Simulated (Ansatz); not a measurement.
The parent structure is BaS in the rock salt structure (space group Fm-3m, No. 225; a = 6.3315 Å). Axes: x, y, z lie along the cube axes.

Calculations: PBEsol/PAW in Ansatz (a first-principles code), no spin-orbit coupling.

For the base:

- Smallest direct gap = 2.13 eV
- Band gap = 2.04 eV
- Valence-band top at Γ = 0.00, 0.00, 0.00 eV

Modification: the cell is compressed by 1.50 % along z with no lateral relaxation; the atoms relax in the strained cell.

**Question.** What does the calculation give for the smallest direct gap after the change?

**Answer.** The smallest direct gap decreases by 0.08 eV (2.13 eV → 2.05 eV).

**Question.** What does the calculation give for the band gap after the change?

**Answer.** The band gap drops by 0.07 eV (2.04 eV → 1.97 eV).

**Question.** What does the calculation give for the valence-band top at Γ after the change?

**Answer.** The valence-band top at Γ (three highest levels, from the VBM) changes from 0.00, 0.00, 0.00 eV to 0.00, -0.06, -0.06 eV.

**Question.** What happens to the energy relative to the base?

**Answer.** The energy rises by 2.5 meV/atom.

**Question.** How does this affect the stress?

**Answer.** The stress (xx, yy, zz, yz, xz, xy; compression positive) comes out as (0.28, 0.28, 1.73, 0.00, 0.00, 0.00) GPa.

Whether these cells are dynamically stable was not tested.
